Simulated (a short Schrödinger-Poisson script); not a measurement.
# MOS inversion layer, SiO2 on p-type Si(100)

Structure: MOS inversion layer, SiO2 on p-type Si(100), at 300 K.

```tsv
layer	material	thickness (nm)	Na (cm⁻³)
1	SiO2	3.4	-
2	Si	190	5e18
```

Constants are typed, rounded textbook-type inputs, not results; the design itself was drawn at random and stands for no fabricated device. SiO2: permittivity 3.9, conduction-band edge (eV) 3.15, gap (eV) 9, electron mass (mₑ) 0.5. Si: permittivity 11.7, conduction-band edge (eV) 0, gap (eV) 1.124, Nv at 300 K (cm⁻³) 3.1e19.

Channel valleys (confinement mass, in-plane density-of-states mass, number): Δ2 0.916, 0.19, 2; Δ4 0.19, 0.417, 4. At the gate the conduction-band edge of layer 1 lies 3.49 eV − eVg above the Fermi level of the channel; the field vanishes at the back. Gaps are held at their typed values at every temperature. Mesh 0.03 nm at interfaces.

Solved with a short Schrödinger-Poisson script written for these runs: 1D Poisson equation in equilibrium, electrons quantum, Hartree (BenDaniel-Duke, 12 states a valley, the channel's in-plane mass for all, wave functions free to enter the dielectric), parabolic valleys, classical holes, full ionisation, no traps, pinning or gate leakage.

```csv
Vg (V),electrons (cm⁻²),C (μF/cm²),Δ2 E0 (meV),Δ2 E1 (meV),Δ4 E0 (meV),Δ4 E1 (meV)
1.35,5.19e6,0.410,354.5,486.9,444.9,657.0
1.65,3.63e9,0.395,184.4,327.1,280.6,511.4
1.95,4.95e11,0.744,55.7,206.2,156.3,400.0
2.25,1.91e12,0.870,16.6,172.1,120.2,368.9
2.55,3.52e12,0.900,-3.9,156.0,102.2,354.4
2.85,5.19e12,0.913,-19.0,145.1,89.6,344.9
3.15,6.89e12,0.921,-31.4,136.8,79.5,337.7
3.45,8.60e12,0.927,-42.3,-,-,-
3.75,1.03e13,0.931,-,-,-,-
```

Gate voltages with under 1e6 electrons/cm² are left out.

Subbands count from the Fermi level; a dash marks a level above the dielectric's band edge.
